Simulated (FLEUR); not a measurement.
Input and output of a self-consistent single point for Hf₂Hg (I4/mmm, 3 atoms in the cell) (FLEUR).

Computed with LDA (Perdew-Zunger), all-electron FLAPW (FLEUR), scalar-relativistic valence.

```
CELL_PARAMETERS angstrom
     -1.65105     1.65105     5.75282
      1.65105    -1.65105     5.75282
      1.65105     1.65105    -5.75282
ATOMIC_POSITIONS crystal
  Hf 0.66573 0.66573 0.00000
  Hf 0.33427 0.33427 0.00000
  Hg 0.00000 0.00000 0.00000
```

Reference input (self-consistent single point, DFT, LDA (Perdew-Zunger), all-electron FLAPW (FLEUR), scalar-relativistic valence): Kmax = 3.8 1/bohr; GmaxXC = 15.2 1/bohr; xcFunctional = pz; jspins = 1; l_soc = F; mode = gauss; fermiSmearingEnergy = 0.00183747 Htr; mesh (inpgen div1-3) = 10 10 10; inpgen gamma flag = true; Gmax = 15.2 1/bohr; numbands = 0; maxIterBroyd = 40. This run's input differs from it in these lines:

```diff
@@ -16,3 +16,3 @@
 &exco xctyp='pz' /
-&kpt div1=10 div2=10 div3=10 gamma=t /
+&kpt div1=8 div2=8 div3=8 gamma=t /
 &end /
```

The program printed (abridged):

```
 Iteration:     1   Distance:      14.18413381 me/bohr^3
 Iteration:     2   Distance:      12.32875872 me/bohr^3
 Iteration:     3   Distance:       6.88719087 me/bohr^3
 Iteration:     4   Distance:       4.68591273 me/bohr^3
 Iteration:     5   Distance:       2.61863828 me/bohr^3
   [... 10 lines left out ...]
 Iteration:    16   Distance:       0.00030875 me/bohr^3
 Iteration:    17   Distance:       0.00005640 me/bohr^3
 Iteration:    18   Distance:       0.00003334 me/bohr^3
 Iteration:    19   Distance:       0.00000462 me/bohr^3
 Reset of history
 Run finished successfully
 Stop message:
   Structural relaxation: new displacements generated

[file out, last iteration]
             iter=     20
[...]
          total density-effective poten   -8.6961670447E+04
          total charge density-energy d   -9.6456551818E+02
 Updated energy parameters for spin:           1
[...]
 fermi energy and band-weighting factors:

[...]
FERMIE:
          first approx. to ef    (T=0)  :   0.415483 htr   (energy of the highest occ. eigenvalue)
          number of occ. states  (T=0)  :       2059
          first approx. to seigv (T=0)  : -23.856411 htr
          sum of weights of occ. states :  35.019531
          sum of semicore charge        :   0.000000 e
          fermi energy=   0.41569 har   work function= -11.31142 ev
          number of valence electrons=  70.00001
   [... lines left out ...]
          total moment                 =     0.00000
 Direct bandgap for spin            1 :    1.1354961821993526E-002  Htr
   [... lines left out ...]
   [... 11 lines left out ...]
          atom type    1  (spin 1)
          0.00000147  electrons lost from core.
               n    l     j    energy       weight
   [... 14 lines left out ...]
          atom type    2  (spin 1)
          0.00020447  electrons lost from core.
          total charge for spin  1=  224.000008
          interst. charge =       5.401359
          mt charge=             69.932927   78
```

The run converged in 19 iterations. FLEUR gives forces in its relaxation mode, with a further iteration, so its stop message speaks of a relaxation. Against the reference run the total energy is nearly the same (within 1 meV/atom) and the largest force goes from 0.007 to 0.054 eV/Å.

The starting cell comes from a database of computed structures (which also holds hypothetical and non-ambient phases and stackings), without a prior relaxation at this level. Its lattice was rescaled by a random factor within 2.5 % of one. Spin-orbit coupling is off. Values depend on the basis (sphere radii, cutoffs, local orbitals), which need not be converged. The log's line on a gap gives a spacing of levels on this mesh, which the program prints for metals too.

Cost on one core of a shared machine: roughly 7 min.
